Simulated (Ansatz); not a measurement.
The starting structures come from a database of crystals and need not be the phases stable at ambient conditions.

The decay constant κ of evanescent states in the gap governs leakage through a thin film.

Here is the system:

```xyz
16
Lattice="4.6748 0.0000 0.0000 0.0000 9.6350 0.0000 0.0000 -4.4496 4.8034" Properties=species:S:1:pos:R:3 pbc="T T T"
Bi     0.2045     5.5116     1.8510
Bi     4.4703    -0.3262     2.9525
Bi     2.5419     1.8986     0.5508
Bi     2.1329     3.2869     4.2527
F      2.9520     1.5383     2.9024
F      1.7228     3.6472     1.9010
F      0.6146     1.4224     4.3027
F      4.0602     3.7630     0.5007
F      4.0602    -2.6435     3.4913
F      0.6146     7.8289     1.3121
F      1.7228     5.6041     3.7138
F      2.9520    -0.4187     1.0896
F      1.8318    -1.0616     3.7463
F      2.8430     6.2470     1.0571
F      4.1692     4.0222     3.4589
F      0.5056     1.1632     1.3446
```

Space group of this cell: Pnma. The cell is taken as given; by r2SCAN its mean pressure is 1.4 GPa.

Transport runs along the normal of the first two printed cell vectors.

The gap is the functional's own, uncorrected, and κ follows it; spin-orbit coupling is left out. Mid-gap values are interpolated between the computed energies.

Task: Estimate the band gap and the smallest decay constant κ at mid-gap that r2SCAN (Ansatz, a program for electronic structure) returns for this system.

Result: Gap 5.42 eV on a 6×6×6 mesh; κ = 0.535 1/Å, at (0.000, 0.250) of the in-plane reciprocal vectors. At the zone centre, at the nearest computed energy, the slowest state has κ = 0.55 1/Å.
